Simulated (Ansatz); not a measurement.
Results of r²SCAN (Ansatz, an electronic-structure program, plane waves, PAW) for Ta₂O₅ (I4/mmm, No. 139, 7 atoms in the cell; start mp-1218001).

Run with plane-wave cutoff 560 eV, 10×10×10 k mesh, Fermi–Dirac smearing 0.01 eV, scalar-relativistic PAW data made under PBE.

Cell (relaxed with PBEsol):

```xyz
7
Lattice="-2.6204 2.6204 4.7915 2.6204 -2.6204 4.7915 2.6204 2.6204 -4.7915" Properties=species:S:1:pos:R:3 pbc="T T T"
Ta     0.0000     0.0000     1.8844
Ta     0.0000     0.0000     7.6986
O      0.0000     0.0000     0.0000
O     -1.3102     1.3102     2.3958
O      1.3102     1.3102    -2.3958
O      1.3102    -1.3102     2.3958
O      1.3102     1.3102     2.3958
```

Problem. Predict the band gap.

Solution. 
band gap: 2.13 eV

Note: cell and atoms aren't relaxed at this level (largest force component 0.09 eV/Å).

Spin–orbit coupling is not included.

Computed values are for the static lattice.

A start named mp-… is a Materials Project structure, which need not be a measured phase.
